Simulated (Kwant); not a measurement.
Kwant, one-band effective-mass tight-binding model in one dimension, coherent, no space charge.

System: In0.53Ga0.47As/In0.52Al0.48As stack with 1 barrier. One parabolic valley. Leads of mass 0.041 mₑ with the band edge at 0; grid 0.1 nm; bias 0 V, dropping linearly over the stack.

| layer | thickness (nm) | band offset (eV) | mass (mₑ) |
|---|---|---|---|
| 1 | 2.7 | 0.52 | 0.075 |

The device is made up for the run: typed textbook-type constants, with dimensions and the other settings drawn at random.

Sweep values stay those of the base run.

One input was changed, with this effect: transmission at E = 0.2191 eV 0.060 → 0.011; transmission at E = 0.4454 eV 0.17 → 0.069; transmission at E = 0.3273 eV 0.10 → 0.027; mean transmission over the sweep 0.069 → 0.019.

Question: Which change was it?
A. mass in the first barrier 0.075 → 0.045 mₑ
B. thickness of the first barrier 2.7 → 3.8 nm
C. height of the first barrier 0.52 → 0.31 eV

Answer: B, thickness of the first barrier 2.7 → 3.8 nm
